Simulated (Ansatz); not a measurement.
Consider NaF in the rock salt structure (space group Fm-3m, No. 225; a = 4.701 Å).

Method: PBE in Ansatz (plane waves to 420 eV, PAW, no SOC).

Base values:

The electron mass is 0.56 mₑ (at Γ).

It is then changed as follows: a hydrostatic pressure of 5 GPa.

### Question
What happens to the mean gap deformation potential ΔEg/Δln V?

### Answer
The mean gap deformation potential ΔEg/Δln V comes out as -5.4 eV.

### Question
Estimate the effect on the electron mass.

### Answer
The electron mass remains 0.56 mₑ (at Γ).

Load acts through the strain it causes; cell and atoms are relaxed under it. Effective masses come from finite differences of ±0.01 Å⁻¹. Stability against distortions was not tested. No other phases were tried under pressure.

Ansatz is an electronic-structure program.
